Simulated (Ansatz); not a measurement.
Structure of amorphous Si27O24N20 (periodic cell):

```xyz
71
Lattice="9.4460 0.0618 0.1033 0.0618 9.5270 0.0987 0.1033 0.0987 9.6840" Properties=species:S:1:pos:R:3 pbc="T T T"
Si     0.4858     9.3620     0.5359
Si     4.3450     4.1666     5.4950
Si     9.4055     6.2221     7.3926
Si     6.1805     8.5688     6.9271
Si     3.0685     8.3599     3.8421
Si     5.8468     7.7371     3.6325
Si     4.4708     6.7422     8.6138
Si     7.1912     0.2394     2.0001
Si     1.5706     0.7087     4.9967
Si     6.0366     1.3427     8.6174
Si     5.2458     2.2351     1.0601
Si     2.5107     1.1343     2.1495
Si     1.9409     3.8408     1.1850
Si     8.7328     4.7517     0.4784
Si     3.9236     6.1137     1.9409
Si     6.5233     4.9255     2.4715
Si     5.3339     2.0903     3.3897
Si     8.7729     2.3045     8.5797
Si     2.0693     7.1942     6.7637
Si     8.6439     4.9512     4.8113
Si     3.7767     3.6614     8.4875
Si     6.5256     6.2689     6.3470
Si     2.0884     6.0437     4.1768
Si     9.2291     9.3461     7.3847
Si     0.2620     2.4817     5.8250
Si     3.2833     2.0898     5.8144
Si     2.3351     7.8609     1.0414
O      3.2898     5.0057     4.5588
O      0.2030     3.0468     7.3513
O      7.2950     2.1092     7.8856
O      3.2720     4.6158     1.7548
O      0.7837     7.6937     0.4657
O      5.6585     4.9810     5.8932
O      2.9391     0.4818     6.0258
O      7.0668     8.2188     2.6126
O      8.8128     0.3239     1.7066
O      4.4301     5.1311     8.6740
O      7.6705     8.9873     7.3580
O      7.3859     5.3161     1.1473
O      8.6251     3.3425     5.0343
O      1.5746     2.4855     1.9977
O      1.4838     5.6188     6.8605
O      8.5979     3.1343     0.2159
O      0.6566     4.8466     1.2534
O      8.9183     5.7039     8.8131
O      7.5152     5.2124     3.7233
O      3.3326     7.4747     7.6953
O      2.3709     3.5536     9.3186
O      6.6877     1.1264     3.3219
O      0.6356     5.3813     4.1080
O      5.3049     0.3161     7.5222
N      4.8955     2.5513     9.1252
N      3.8018     7.0972     0.5094
N      5.9042     3.3566     2.2610
N      0.5630     7.7965     7.2810
N      5.3617     6.1548     2.8310
N      6.3278     0.8827     0.6106
N      1.7724     2.4435     5.0373
N      0.0730     0.7219     5.8122
N      2.5556     6.9881     2.6862
N      2.1248     0.0610     0.8560
N      4.1171     1.6646     2.2094
N      1.9378     0.1486     3.4673
N      3.5607     3.4136     6.8515
N      5.9510     7.0711     7.8104
N      8.2005     5.8048     6.2466
N      9.4536     0.7203     8.7601
N      4.6726     2.5784     4.8590
N      2.3506     7.4454     5.1232
N      4.5881     8.7944     3.5492
N      6.2349     7.6901     5.3805
```

All values below come from PBE, scalar-relativistic without spin-orbit coupling (plane waves to 420 eV, PAW; Ansatz, a quantum-chemistry and plane-wave program).

Preparation: random packing, a CHGNet melt and quench, and a DFT relaxation. O and N atoms were pushed apart under 1.9 Å during the dynamics, to hinder bonds among them. The hot cell started wider than the set density and was brought back towards it in steps. It is the lowest in DFT energy of 2 quenches. It is a model cell: composition and starting density were chosen by hand, and all elements were melted together. No dispersion term was used. Its density started from a set value of 2.71 and ended at 2.71 g/cm³. Cooling (nominally 150 K/ps over its main leg) ran many orders faster than in experiment, which tends to leave more defects and strain. One small periodic cell is one sample of the glass; other quenches scatter about these values. The volume was held where the preparation left it and the shape relaxed, at a PBE pressure of 5.5 GPa. Stress components on the final sampling reach 5.6 GPa.

Bonds are counted up to Si-Si 2.60 Å, Si-O 1.90 Å, Si-N 2.04 Å, O-O 1.58 Å, O-N 1.64 Å, N-N 1.70 Å. Two cations that share two anions don't count as bonded, nor two that share one unless they lie closer than Si-Si 2.38 Å.

Give the coordination numbers, mean bond lengths and angles.


```yaml
Mean coordination of Si by anions: 4.00 (27 with 4)
Mean coordination of O: 2.00 (24 with 2)
Mean coordination of N: 3.00 (1 with 2, 18 with 3, 1 with 4)
Mean Si-N bond: 1.736 Å (spread 0.047 Å, 60 counted)
Mean Si-O bond: 1.636 Å (spread 0.028 Å, 48 counted)
Bond angle at Si: mean 109.2°, spread 9.8°
Bond angle at O: mean 133.2°, spread 21.4°
Bond angle at N: mean 115.6°, spread 20.8°
```

Which atoms depart from the most common coordination of their element?

N60 has 4 (Si15 1.79 Å, Si23 1.83 Å, Si5 1.87 Å, Si27 1.88 Å); N70 has 2 (Si5 1.61 Å, Si6 1.65 Å).

List the pairs of like atoms that count as bonded by the rules above.

There are none by these rules.
